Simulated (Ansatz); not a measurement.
The parent structure is Cu in the fcc (Cu type) structure (space group Fm-3m, No. 225; a = 3.564 Å).

The values are results of PBEsol, PAW, 420 eV (Ansatz, a program for electronic structure; no spin-orbit coupling), not measurements.

Before the change:

- Pressure: 0.0 GPa

It is then changed as follows: an isotropic linear strain of +5.55 %, atoms relaxed at fixed cell.

Problem. What does the calculation give for the energy relative to the base and pressure after the change?

Solution. The energy grows by 133 meV/atom; the pressure goes from zero to -18.1 GPa.

Stability against distortions was not tested. All final runs are without spin polarisation.
